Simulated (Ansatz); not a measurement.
The reference is PbSe in the rock salt structure (space group Fm-3m, No. 225; a = 6.1780 Å). Axes: x, y, z lie along the cube axes.

Computed with DFT with r2SCAN, PAW potentials and a 500 eV plane-wave cutoff in Ansatz (an electronic-structure program), scalar-relativistic without spin-orbit coupling.

Before the change:

Valley order: L along ⟨111⟩ 0.67 eV; a point along ⟨110⟩, about 0.6 Å⁻¹ from Γ 1.46 eV

One thing is altered: biaxial strain +2.50 %, plane normal [111], relaxed out of plane (Cartesian); in-plane vectors clamped, the third vector and the atoms free.

Predict the new valley order.

The valley order (the lowest conduction-band minima on the path, energy above the VBM, named in the base's zone) becomes L along [111] 0.42 eV; L along [1-11] 0.71 eV; a point along [01-1], about 0.6 Å⁻¹ from Γ 1.58 eV (base: L along ⟨111⟩ 0.67 eV; a point along ⟨110⟩, about 0.6 Å⁻¹ from Γ 1.46 eV).

Estimate the effect on the in-plane stress.

The mean in-plane stress (compression positive) comes out as -1.7 GPa.

Estimate the effect on the out-of-plane strain.

The out-of-plane strain is -2.62 %.

With Pb present, leaving out spin-orbit coupling can change the band edges. The levels and masses belong to the bands next to the band gap. Whether these cells are dynamically stable was not tested.
